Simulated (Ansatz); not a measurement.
The starting structures come from a database of crystals and need not be the phases stable at ambient conditions.

The decay constant κ of evanescent states in the gap governs leakage through a thin film.

Given:

```yaml
crystal:
  lattice:
    - [4.78766, 0.00000, 0.00000]
    - [0.27458, 10.90290, 0.00000]
    - [-2.25654, 5.45145, 3.86693]
  atoms:
    - { symbol: Ba, position: [0.14157, 0.17385, 0.00000] }
    - { symbol: Ba, position: [0.85843, 0.82615, 0.00000] }
    - { symbol: P, position: [0.61417, 0.40958, 0.00000] }
    - { symbol: P, position: [0.38583, 0.59042, 0.00000] }
    - { symbol: P, position: [0.35666, 0.35164, 0.46154] }
    - { symbol: P, position: [0.64334, 0.64836, 0.53846] }
    - { symbol: P, position: [0.10488, 0.18682, 0.46154] }
    - { symbol: P, position: [0.89512, 0.81318, 0.53846] }
```

Space group of this cell: C2/m. The cell is taken as given.

Transport runs along the normal of the first two printed cell vectors.

No gap correction and no spin-orbit coupling; mid-gap values are interpolated between computed energies.

**Question.** Estimate the band gap and the smallest decay constant κ at mid-gap that r2SCAN in Ansatz (an electronic-structure program) returns for this system.

**Answer.** Gap 0.88 eV on a 8×8×8 mesh; κ = 0.146 1/Å, at (0.500, 0.500) of the in-plane reciprocal vectors. At the zone centre, at the nearest computed energy, the slowest state has κ = 0.16 1/Å.
